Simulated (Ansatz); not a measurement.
Consider Mo in the bcc (W type) structure (space group Im-3m, No. 229; a = 3.130 Å).

Computed with PBEsol, PAW, 420 eV (Ansatz, a quantum-chemistry and plane-wave program; no SOC).

Before the change:

Lattice parameter a: 5.914 bohr
Band gap: zero

It is then changed as follows: full substitution Mo → W; the structure is relaxed again.

Tabulated Pauling electronegativity and covalent radius: Mo 2.16, 1.54 Å; W 2.36, 1.62 Å.

Problem. What does the calculation give for the lattice parameter a and band gap after the change?

Solution. The lattice parameter a goes up by 0.047 bohr to 5.961 bohr; the band gap remains zero.

Whether these cells are dynamically stable was not tested. The final runs are not spin-polarised.
